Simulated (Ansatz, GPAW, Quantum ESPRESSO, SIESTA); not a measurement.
Code comparison for PbS2 (I4/mcm, 6 atoms in the cell)

Self-consistent single point.

```
PbS2
1.0
   -3.07497     3.07497     3.77660
    3.07497    -3.07497     3.77660
    3.07497     3.07497    -3.77660
Pb S
2 4
Direct
  0.75000   0.75000   0.00000
  0.25000   0.25000   0.00000
  0.11903   0.61903   0.73806
  0.88097   0.38097   0.26194
  0.61903   0.88097   0.50000
  0.38097   0.11903   0.50000
```

Shared settings, as Ansatz (a first-principles code) writes them: kpoints.mp_grid.grid = 5 5 5; scf.occupations.method = fermi_dirac; scf.occupations.width = 0.0037 Ry. Potentials and cutoffs stand in the table.

```json
[
 {"code": "SIESTA", "model": "LDA PW92, numerical atomic orbitals DZP, PseudoDojo LDA standard norm-conserving potentials (rewritten from UPF to PSML)", "pressure (GPa)": "-3.78", "largest force (eV/Å)": "0.541", "gap on the mesh (eV)": "0.726", "cutoff": "grid 300 Ry"},
 {"code": "Quantum ESPRESSO", "model": "LDA (PZ), GBRV 1.5 ultrasoft (LDA) pseudopotentials", "pressure (GPa)": "-3.67", "largest force (eV/Å)": "0.198", "gap on the mesh (eV)": "0.668", "cutoff": "40 Ry"},
 {"code": "Ansatz", "model": "LDA (PW92), PAW files made with PBE", "pressure (GPa)": "-3.61", "largest force (eV/Å)": "0.184", "gap on the mesh (eV)": "0.668", "cutoff": "default"},
 {"code": "GPAW", "model": "LDA (Perdew-Wang 92), GPAW PAW datasets LDA (gpaw-data 1.0.1)", "pressure (GPa)": "-3.68", "largest force (eV/Å)": "0.216", "gap on the mesh (eV)": "–", "cutoff": "600 eV"}
]
```

A dash marks a value that a program does not give, or that is left out as unsure.

No gap is tabulated for GPAW: it is not read from that output, or partly filled or unconverged empty levels leave it unsure.

Gaps are read on the mesh.

On Ansatz's run: spin-orbit coupling is off.

The spread over the programs that give each value: pressure within 0.17 GPa; largest force within 0.357 eV/Å; gap on the mesh within 0.058 eV.

SIESTA uses small atom-centred bases, whose incompleteness enters pressures, forces and empty levels differently from a plane-wave cutoff. Ansatz's pressure is given at a fixed set of plane waves, as the other plane-wave codes print theirs; with its correction for the finite basis it is -3.57 GPa. The same LDA comes in different parametrisations, which differ slightly. In the force vectors, SIESTA (by 0.344) lies more than 0.08 eV/Å from the median of the plane-wave programs.

On the base mesh (4 4 4) the same programs gave: Ansatz pressure -3.64 GPa; Quantum ESPRESSO pressure -3.70 GPa; GPAW pressure -3.71 GPa; SIESTA pressure -3.80 GPa.

The starting cell comes from a database of computed structures (which also holds hypothetical and non-ambient phases and stackings), without a prior relaxation at this level.

Left out of this page: CP2K (on another mesh).

Keys are those of Ansatz 0.2.
